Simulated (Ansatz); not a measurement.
A periodic model of amorphous Si₂₄O₅₁Y₂:

```
Y2O51Si24
1.0
   10.30181     0.15972    -0.16352
    0.15972    10.87933     0.08760
   -0.16352     0.08760    10.71306
Si O Y
24 51 2
Cartesian
  6.00895   5.84920   9.57437
  5.15214   8.72600  10.13528
  9.04372   7.77155   1.85182
  7.39431   9.34163   4.99100
  5.55720  10.02534   7.46361
  3.05469   8.44612   7.96455
  2.04126  10.21365   4.61593
  1.45007  10.79860   7.38158
  2.54020   2.35488   8.39626
  1.84225   7.10949   5.63981
  9.31303   6.76216   4.71885
  4.71491   2.18881   6.61361
  6.03836   3.63850   4.36400
  0.81949   8.87500   0.54200
  7.76072   3.69458   9.34310
  0.96003   2.93212   2.02976
  9.55254   0.64322   5.10882
  5.98914   8.58497   2.38849
  6.35914   4.60395   7.09233
  3.86435   3.83847   2.13340
  4.96115   3.16175  10.22855
  0.37005   4.01851   9.91047
  0.01720   6.82464  10.52018
  9.02649   3.61690   4.10856
  7.46628   3.36446   3.61756
  2.55421   2.92277   2.62885
  3.79786   2.26180   9.46840
  6.31566   4.81029   5.49074
  5.16001   0.74987   7.20965
  6.36065   9.51867   3.71388
  1.51623   3.51483   8.87490
  4.21965   9.18387   7.09654
  7.74115   3.94893   7.70823
  5.29131   3.44040   7.48654
  1.72712   0.95606   8.47400
  8.38980  10.63623   4.87704
 10.13190   3.63169   2.90721
  5.35231   2.33270   5.11386
  5.92045   7.29275  10.26506
  1.43565   7.26831   0.85883
  4.82858   4.77685   9.99151
  4.86761   7.54176   2.78852
  6.53298   2.70539   9.91771
  9.29478   3.27941   9.66774
 10.22232   8.50893   9.71339
  0.53641  10.81599   4.30542
  8.08274   7.82794   5.02849
  2.41126  10.92122   6.05553
  7.41630   5.14796  10.02046
  2.01657   8.56532   4.79958
 10.05195   0.33579   6.65390
  3.05325  10.55270   3.42113
  7.46329   8.00734   1.97885
  0.22564   6.93367   5.91702
  1.68745   9.33236   8.02750
  9.34334   2.27905   5.02227
  0.18081   5.60074   9.49263
  9.74656   7.11106   3.17507
  9.23440   6.66052   0.65742
  4.62923   2.75621   1.07973
  3.10967   2.48155   6.86495
  3.66966   8.30959   9.49812
  2.40689   6.03971   4.59392
  1.99803   9.91189   0.55061
  3.36523   5.21546   1.55295
  5.38375   9.32780   0.94064
  9.89732   9.15286   1.49538
  6.70235   9.50157   6.45855
  0.84773   1.43238   1.50177
  0.97378   3.97284   0.75662
  9.04964   5.12178   4.80417
  4.94187   4.12974   3.30627
  5.99511   5.96824   7.92232
  2.62083   7.12055   7.10794
  5.88270   9.72911   9.05746
  2.79094   0.62160   1.48646
  2.88102   6.90264   2.69886
```

Methods: PBE, scalar-relativistic without spin-orbit coupling (Ansatz, a program for electronic structure); r2SCAN, scalar-relativistic without spin-orbit coupling (Ansatz); HSE06, scalar-relativistic without spin-orbit coupling (Ansatz). Neutral PBE cell, which sets geometry, pressure and energy: sampling: a 2×2×2 Γ-centred mesh; Fermi-Dirac width 0.02 eV; no spin polarisation. Exact exchange is cut at the faces of this 10 Å cell, which leaves hybrid gaps a finite-size error.

It comes from a melt-quench run on a machine-learned potential (CHGNet), relaxed afterwards by DFT. O atoms were pushed apart under 1.9 Å during the dynamics, to hinder bonds among them. The hot cell started wider than the set density and was brought back towards it in steps. It is the lowest in DFT energy of 2 quenches. It is a model cell: composition and starting density were chosen by hand, and all elements were melted together. No dispersion term was used. Its density started from a set value of 2.38 and ended at 2.31 g/cm³. The simulated quench (nominally 400 K/ps over its main leg) is rapid and tends to freeze in more defects than a deposited or slowly cooled glass has. One small periodic cell is one sample of the glass; other quenches scatter about these values. Volume and shape were free in the relaxation.

Give the pressure and the spacing of the highest filled and lowest empty levels.


| Quantity | Result |
|---|---|
| Pressure on a 2×2×2 Γ-centred mesh | 0.3 kbar |
| Largest force and stress component on that mesh (the relaxation ran on the zone centre alone) | 0.02 eV/Å and 0.1 GPa |
| Level gap on a 2×2×2 Γ-centred mesh (PBE) | 4.51 eV |
| Level gap at the zone centre (PBE) | 4.51 eV |
| Level gap at the zone centre (r2SCAN) | 5.13 eV |
| Level gap at the zone centre (HSE06) | 6.20 eV |
| Distance between the nearest levels spread over more than a fifth of the atoms or a third of the atoms of their main element (six at least) (PBE, zone centre) | 5.06 eV |

At PBE and the zone centre, how localised are the states just below and above the Fermi level (participation number: the atoms over which a state spreads)?

The highest filled state is spread over 4.9 atoms' worth, largest on O42, with weights by element (charge in smoothed Voronoi cells) O 0.96, Si 0.04, Y 0.01. The lowest empty state is spread over 60.7 atoms' worth, largest on Y76, with weights by element (charge in smoothed Voronoi cells) O 0.69, Si 0.25, Y 0.07.

At PBE the levels at the filled edge of the gap are localised (band-tail or defect states), and the nearest spread-out levels lie 5.1 eV apart at the zone centre.

Bonds are counted up to Si-Si 2.60 Å, Si-O 1.92 Å, Si-Y 3.09 Å, O-O 1.58 Å, O-Y 2.82 Å, Y-Y 3.74 Å. Two cations that share two anions don't count as bonded, nor two that share one unless they lie closer than Si-Si 2.38 Å, Si-Y 3.01 Å, Y-Y 3.64 Å.

Added carriers, by PBE, scalar-relativistic without spin-orbit coupling (Ansatz) on the zone centre alone. Charged cells keep the cell fixed and stand in a uniform background, with no image correction, at a width of 0.01 eV; where the count is odd the moment is locked at 1 μB, unless the neutral cell bore moments. Each starts from the undistorted neutral geometry alone. PBE's self-interaction favours spread-out carriers, so it can miss traps that a hybrid finds.

What happens at PBE when the cell takes an extra electron and the atoms relax?

Relaxation lowers the charged cell by 0.02 eV. The largest moves are O42 0.04 Å, O45 0.03 Å, O30 0.03 Å, O66 0.03 Å. The level that holds the added charge spreads over 57.4 atoms' worth, most on Y76 (weight 0.05): a carrier spread over the cell. No bond crosses its cut-off with a change of over 0.15 Å (metal-metal contacts aside). Made neutral again at that geometry, the cell lies +0.03 eV from the neutral start.

What happens at PBE when the cell takes a hole and the atoms relax?

Relaxation lowers the charged cell by 0.15 eV. The largest moves are Y77 0.15 Å, O65 0.11 Å, O26 0.10 Å, O30 0.08 Å. The level that was emptied spreads over 7.1 atoms' worth, most on O42 (weight 0.24): a partly localised carrier. No bond crosses its cut-off with a change of over 0.15 Å (metal-metal contacts aside). Made neutral again at that geometry, the cell lies +0.28 eV from the neutral start.
